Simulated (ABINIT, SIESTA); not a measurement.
An ABINIT input for a self-consistent single point of Tl (P6_3/mmc, 2 atoms in the cell) (DFT, PBE, plane waves, norm-conserving pseudopotentials (PseudoDojo nc-sr-05 PBE standard)):

```
# Tl, PseudoDojo nc-sr-05 PBE standard
pp_dirpath "./"
pseudos "Tl.upf"
acell 3*1.0
rprim
         3.2437264476   -5.6182990131    0.0000000000
         3.2437264476    5.6182990131    0.0000000000
         0.0000000000    0.0000000000   10.3499241599
natom 2
ntypat 1
znucl 81
typat 1 1
xred
         0.3333333333    0.6666666667    0.2500000000
         0.6666666667    0.3333333333    0.7500000000
ecut 30 Ha
ixc 11
occopt 7
tsmear 0.00183747
nband 18
kptopt 1
ngkpt 8 8 4
nshiftk 1
shiftk 0 0 0
nstep 50
tolvrs 1.0e-10
prtwf 0
prtden 0
enunit 1
```

**Question.** Translate this input to SIESTA.

**Answer.** One input that does it (others would too):

```
# files in the folder: Tl.psml (PseudoDojo PBE standard)
SystemName  Tl
SystemLabel Tl

NumberOfAtoms                2
NumberOfSpecies              1
%block ChemicalSpeciesLabel
  1 81 Tl
%endblock ChemicalSpeciesLabel
LatticeConstant              1.0 Ang
%block LatticeVectors
     1.716506000   -2.973076000    0.000000000
     1.716506000    2.973076000    0.000000000
     0.000000000    0.000000000    5.476944000
%endblock LatticeVectors
AtomicCoordinatesFormat      Bohr
%block AtomicCoordinatesAndAtomicSpecies
     3.243726231    1.872766500    2.587481040  1
     3.243726231   -1.872766500    7.762443120  1
%endblock AtomicCoordinatesAndAtomicSpecies

XC.functional                GGA
XC.authors                   PBE
PAO.BasisSize                DZP
PAO.EnergyShift              0.005 Ry
MeshCutoff                   400 Ry
%block kgrid.MonkhorstPack
    8   0   0  0.0
    0   8   0  0.0
    0   0   4  0.0
%endblock kgrid.MonkhorstPack
OccupationFunction           MP
OccupationMPOrder            0
ElectronicTemperature        0.05 eV

MaxSCFIterations             150
SCF.Mixer.Method             Pulay
SCF.Mixer.Weight             0.25
SCF.Mixer.History            8
SCF.DM.Tolerance             1.0E-05
Diag.ParallelOverK           true
WriteForces                  true
Charge.Mulliken              end
```

Basis settings and potentials, where a program has them, do not carry over. This input uses DFT, GGA PBE, numerical atomic orbitals DZP, PseudoDojo PBE standard norm-conserving potentials (rewritten from UPF to PSML). Both were run: pressure 4.67 GPa in ABINIT and 4.83 in SIESTA.

On SIESTA: the starting cell has typed, rounded lattice constants, without a prior relaxation at this level. Its lattice was rescaled by a random factor within 2.5 % of one. Values carry the incompleteness of an atom-centred basis. With a pressure of about 5 GPa the cell is away from its equilibrium volume at this level.

On ABINIT: the starting cell has typed, rounded lattice constants, without a prior relaxation at this level. Its lattice was rescaled by a random factor within 2.5 % of one. With a pressure of about 5 GPa the cell is away from its equilibrium volume at this level.
